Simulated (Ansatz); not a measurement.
# Response to strain in Y

The reference is Y in the hcp (Mg type) structure (space group P6_3/mmc, No. 194; a = 3.6523 Å, c = 5.7029 Å; relaxed with 0.1 eV smearing). Axes: x lies along a and z along c of the hexagonal cell.

Strains are applied to the cell and any free atomic positions relax.

Calculations: Kohn–Sham DFT with the PBE functional, run in Ansatz (a program for electronic structure) with PAW and 420 eV plane waves, no SOC.

Notes on the quantities. pressure: mean of the normal stresses, compression positive; energy relative to the base: free energy F.

| change | pressure | energy relative to the base | shortest interatomic distance |
|---|---|---|---|
| base | 0.0 GPa | 0 meV/atom | 3.546 Å |
| uniaxial strain ε_zz = −2.50 % | 1.1 GPa | +5.2 meV/atom | 3.489 Å |
| uniaxial strain ε_zz = −2.00 % | 0.8 GPa | +3.3 meV/atom | 3.501 Å |
| uniaxial strain ε_zz = −1.50 % | 0.6 GPa | +1.9 meV/atom | 3.512 Å |
| uniaxial strain ε_zz = −1.00 % | 0.4 GPa | +0.8 meV/atom | 3.524 Å |
| uniaxial strain ε_zz = −0.50 % | 0.2 GPa | +0.2 meV/atom | 3.535 Å |
| uniaxial strain ε_zz = +0.50 % | -0.2 GPa | +0.2 meV/atom | 3.558 Å |
| uniaxial strain ε_zz = +1.00 % | -0.4 GPa | +0.8 meV/atom | 3.569 Å |
| uniaxial strain ε_zz = +1.50 % | -0.6 GPa | +1.8 meV/atom | 3.581 Å |
| uniaxial strain ε_zz = +2.50 % | -0.9 GPa | +4.8 meV/atom | 3.604 Å |

Stability against distortions was not tested. The final runs are not spin-polarised.
